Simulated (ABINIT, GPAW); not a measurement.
A GPAW input for a self-consistent single point of YPd3 (Pm-3m, 4 atoms in the cell) (DFT PBEsol, plane waves, GPAW PAW datasets PBEsol (made by gpaw-setup)):

```python
from ase import Atoms
from ase.units import GPa
from gpaw import GPAW, PW

atoms = Atoms(['Y', 'Pd', 'Pd', 'Pd'],
              cell=[[4.099920, 0.000000, 0.000000],
                    [0.000000, 4.099920, 0.000000],
                    [0.000000, 0.000000, 4.099920]],
              scaled_positions=[[0.000000, 0.000000, 0.000000],
                                [0.500000, 0.500000, 0.000000],
                                [0.000000, 0.500000, 0.500000],
                                [0.500000, 0.000000, 0.500000]],
              pbc=True)

calc = GPAW(mode=PW(600),
            xc='PBEsol',
            kpts=(7, 7, 7),
            occupations={'name': 'methfessel-paxton', 'width': 0.272, 'order': 0},
            nbands=-12,
            symmetry={'symmorphic': False, 'tolerance': 0.0005},
            maxiter=100)

atoms.calc = calc

energy = atoms.get_potential_energy()
print('Energy (eV):', round(energy, 6))
forces = atoms.get_forces()
print('Forces (eV/Ang):')
print(forces.round(5))
stress = atoms.get_stress()
print('Stress (GPa, Voigt):', (stress / GPa).round(4))
```

Write the same calculation as an input for ABINIT.

This is the input that was run; spellings and numerical settings could be chosen otherwise.

```
# YPd3, JTH v2.0 PBE PAW
pp_dirpath "./"
pseudos "Y.GGA_PBE-JTH.xml, Pd.GGA_PBE-JTH.xml"
acell 3*1.0 Angstrom
rprim
         4.0999200000    0.0000000000    0.0000000000
         0.0000000000    4.0999200000    0.0000000000
         0.0000000000    0.0000000000    4.0999200000
natom 4
ntypat 2
znucl 39 46
typat 1 2 2 2
xcart
         0.0000000000    0.0000000000    0.0000000000
         3.8738629664    3.8738629664    0.0000000000
         0.0000000000    3.8738629664    3.8738629664
         3.8738629664    0.0000000000    3.8738629664
ecut 24
pawecutdg 48
pawxcdev 0
ixc -116133
occopt 7
tsmear 0.272 eV
nband 42
kptopt 1
ngkpt 7 7 7
nshiftk 1
shiftk 0 0 0
nstep 50
toldfe 1.0e-09
prtwf 0
prtden 0
prtvol 1
enunit 1
```

Basis settings and potentials, where a program has them, do not carry over. This input uses DFT, PBEsol, plane waves, PAW (JTH v2.0 PBE PAW, files made for PBE). Both were run: pressure -4.15 GPa in GPAW and -4.38 in ABINIT.

On GPAW: the starting cell comes from a database of computed structures (which also holds hypothetical and non-ambient phases and stackings), without a prior relaxation at this level. Spin polarisation is off. With a pressure of about -4 GPa the cell is away from its equilibrium volume at this level.

On ABINIT: the starting cell comes from a database of computed structures (which also holds hypothetical and non-ambient phases and stackings), without a prior relaxation at this level. Spin polarisation is off. The potentials were made for another functional than the one used. With a pressure of about -4 GPa the cell is away from its equilibrium volume at this level.
